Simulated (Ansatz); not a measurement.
LaH₃ (within 0.1 Å of Fm-3m, No. 225, 4 atoms in the cell; start mp-973064)

These are r²SCAN (Ansatz, a program for electronic structure, PAW) values and carry that method's errors.

Run with plane-wave cutoff 560 eV, 12×12×12 k mesh, Fermi–Dirac smearing 0.01 eV, scalar-relativistic PAW data made under PBE.

Cell (relaxed with PBEsol):

```xyz
4
Lattice="-1.9405 1.9405 2.7629 1.9405 -1.9405 2.7629 1.9405 1.9405 -2.7629" Properties=species:S:1:pos:R:3 pbc="T T T"
La     0.0000     0.0000     0.0000
H      0.0000     1.9405     1.3815
H      1.9405     0.0000     1.3815
H      0.0000     0.0000     2.7629
```

| Property | Value |
|---|---|
| band gap | 0.05 eV |
| smallest direct gap on the k points sampled | 0.20 eV |

Note: cell and atoms aren't relaxed at this level (pressure 3.4 GPa).

Spin–orbit coupling is not included; it can close the smallest gap of 0.05 eV.

The result took around 16 core-seconds (rough).

A start named mp-… is a Materials Project structure, which need not be a measured phase.
